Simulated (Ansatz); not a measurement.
The reference is NiSi (space group Pnma, No. 62; a = 5.1189 Å, b = 3.3423 Å, c = 5.5634 Å; non-magnetic).

All numbers come from r2SCAN/PAW in Ansatz (a first-principles code), without spin-orbit coupling.

One change was made to it. Results:

```json
[
 {"quantity": "density", "base": "6.06 g/cm³", "after": "6.37 g/cm³"},
 {"quantity": "band gap", "base": "zero", "after": "zero"},
 {"quantity": "shortest interatomic distance", "base": "2.264 Å", "after": "2.238 Å"}
]
```

Task: Which of these changes matches the shifts?
(A) pressure 3 GPa
(B) pressure 10 GPa
(C) pressure 1.5 GPa

Result: B, pressure 10 GPa. For comparison, the density in the other runs: pressure 3 GPa gives 6.15 g/cm³; pressure 1.5 GPa gives 6.11 g/cm³.

Load acts through the strain it causes; cell and atoms are relaxed under it. Whether these cells are dynamically stable was not tested. Competing high-pressure phases were not computed. Starting moments died away, wholly or in part, for the base; another magnetic solution may exist. All final runs are without spin polarisation.
